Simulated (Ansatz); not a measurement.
Functionals side by side, with their cost (level): Tl4BrCl3 (Pmmm, 8 atoms in the cell)

Cell: a = 3.9950 Å, b = 5.6469 Å, c = 11.2822 Å, α = 90.00°, β = 90.00°, γ = 90.00°.

Program: Ansatz (a first-principles code), default PAW files; each row names its functional.

Base settings: basis.ecutwfc = 420 eV; kpoints.mp_grid.grid = 3 2 1; hamiltonian.xc = hse06; hamiltonian.pseudopotentials = {kind: paw}, with the files named one by one; scf.occupations.method = gaussian; scf.occupations.width = 0.02 eV.

Differences are taken from HSE06, a reference of convenience: it is no measurement, and no ranking of the functionals follows. Where a row names another cutoff or potentials, its difference holds that change too.

Core times come from one kind of shared machine and are given to one figure; runs under 30 s give none.

The starting cell comes from a database of computed structures (which also holds hypothetical and non-ambient phases and stackings), without a prior relaxation at this level. Its lattice was rescaled by a random factor within 2.5 % of one. Spin-orbit coupling is off. Ansatz's pressure includes its estimate of the finite-basis (Pulay) stress.

```tsv
level	gap on the mesh less reference (eV)	pressure less reference (GPa)	core time / reference (rough)
PBEsol (hamiltonian.pseudopotentials: {kind: paw}, with the files named one by one → {kind: paw} (the program's default PAW files))	-0.917	-1.81	–
PBE0	0.678	-0.12	0.8
HSE06	0.000	0.00	1
```

Keys are those of Ansatz 0.2.
